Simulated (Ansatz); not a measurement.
Consider CsPbBr3 in the cubic perovskite structure (space group Pm-3m, No. 221; a = 5.770 Å). Axes: x, y, z lie along the cube axes.

Structures relaxed with LDA/PAW in Ansatz (a first-principles code), scalar-relativistic without spin-orbit coupling.

Base:

Simulated powder pattern, Co Kα, λ = 1.79026 Å (kinematic, ideal powder, no thermal factors, no anomalous dispersion; the 8 strongest lines at most, above 2 %, up to 2θ = 90°):

```
2θ (°)  I/Imax (%)    hkl
------  ----------  -----
17.85           39  (100)
25.35           90  (110)
36.15          100  (200)
44.67           43  (211)
52.05           72  (220)
65.01           25  (222)
70.96           23  (321)
87.86           36  (420)
```

The change: tensile biaxial strain of 2.00 % in the plane normal to [111], as in epitaxy on a mismatched substrate; the out-of-plane cell vector and the atoms relax.

After the change:

Simulated powder pattern, Co Kα, λ = 1.79026 Å (kinematic, ideal powder, no thermal factors, no anomalous dispersion; the 8 strongest lines at most, above 2 %, up to 2θ = 90°):

| 2θ (°) | I/Imax (%) | hkl |
|---|---|---|
| 17.80 | 39 | (100) |
| 24.84 | 47 | (1 0 -1) |
| 25.71 | 43 | (110) |
| 36.05 | 100 | (200) |
| 44.28 | 22 | (2 1 -1) |
| 50.96 | 38 | (2 0 -2) |
| 52.83 | 34 | (220) |
| 64.00 | 20 | (2 2 -2) |

The indices refer to the base's conventional cell; one index is shown for lines that coincide. The space group is now R-3m (No. 166).

No phonon test of stability was made. Many cubic perovskites are stable only at high temperature; tilts and polar distortions were not tested. This is not the structure that CsPbBr3 has at room temperature and ambient pressure.
